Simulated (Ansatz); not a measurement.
By PBEsol, the system below comes out a metal.

The ballistic (Sharvin) conductance counts the channels at the Fermi level: G/A = (e²/h) × channels of both spins per area.

Given:

```xyz
1
Lattice="2.7699 0.0000 0.0000 -1.3850 2.3988 0.0000 1.3850 0.7996 2.2617" Properties=species:S:1:pos:R:3 pbc="T T T"
Pd     0.0000     0.0000     0.0000
```

The cell is taken as given; by PBEsol it stands under a pressure of -6.0 GPa.

The current flows along the normal of the first two printed cell vectors, the (111) plane of the conventional cell. No spin-orbit coupling; the value is a mean over 0.1 eV about the Fermi level.

**Question.** Predict the ballistic conductance per area from PBEsol (Ansatz, a first-principles code).

**Answer.** 1.7 × 10¹⁵ S/m² for both spins.
